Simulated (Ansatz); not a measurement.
Base system: GeP3 (space group R-3m, No. 166; a = 7.046 Å, c = 9.479 Å (hexagonal axes)).

All numbers come from Ansatz (a quantum-chemistry and plane-wave program), PBEsol, PAW, cutoff 420 eV, spin-orbit coupling left out.

Before the change:

```
Property              Result
-------------------  -------
Lattice parameter a  7.046 Å
c/a ratio              1.345
```

It is then changed as follows: a hydrostatic pressure of 3 GPa.

Problem. Predict the new lattice parameter a.

Solution. The lattice parameter a drops by 0.040 Å to 7.006 Å.

Problem. What does the calculation give for the c/a ratio after the change?

Solution. The c/a ratio drops by 0.0535 (1.345 → 1.292).

Load acts through the strain it causes; cell and atoms are relaxed under it. Stability against distortions was not tested. All final runs are without spin polarisation.
